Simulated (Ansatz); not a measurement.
# BeSe under a change: Se → Ru

Consider BeSe in the zinc blende structure (space group F-43m, No. 216; a = 5.129 Å).

The change: full substitution Se → Ru, then cell and atoms are relaxed.

Method: DFT with PBEsol, PAW potentials and a 420 eV plane-wave cutoff in Ansatz (a program for electronic structure), no spin-orbit coupling, earlier PAW set. Γ-centred 17×17×17 mesh, Fermi–Dirac width 0.05 eV, for the changed cell.

```yaml
volume_per_atom: 13.97 Å³ (base 16.86 Å³)
density: 6.54 g/cm³ (base 4.33 g/cm³)
lattice_parameter_a: 4.817 Å (base 5.129 Å)
space_group: F-43m (No. 216) (base F-43m (No. 216))
shortest_interatomic_distance: 2.086 Å (base 2.221 Å)
band_gap: zero (base 2.47 eV)
```

Stability against distortions was not tested. As relaxed here, BeRu is a hypothetical phase, not in the database extracts checked. The final runs are not spin-polarised. BeRu has a high density of states at the Fermi level and may be magnetic at this level.
